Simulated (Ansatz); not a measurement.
CaTiO3 (Pnma, No. 62) was calculated with rVV10 (plane waves, PAW; Ansatz, a program for electronic structure).

Numerical settings: plane-wave cutoff 520 eV, 6×6×6 k mesh, Fermi–Dirac smearing 0.01 eV, no spin polarisation, scalar-relativistic PAW data made under PBE.

The cell is scaled about its equilibrium volume:

Shape and atoms are relaxed at each volume.

```
V (Å³/atom)  P (GPa)  direct gap at Γ (eV)
-----------  -------  --------------------
10.991          7.83                 2.448
11.220          3.71                 2.412
11.449         -0.01                 2.376
11.678         -3.35                 2.339
11.907         -6.36                 2.303
```

A straight line through the gaps at Γ against ln V gives a volume deformation potential dE_g(Γ)/d ln V of -1.8 eV: the gap at Γ widens under compression.

Note: the relaxation could not lower the start's symmetry, so the cell can be a saddle point above a distorted one; the bulk modulus comes from volumes at which shape and atoms were relaxed.
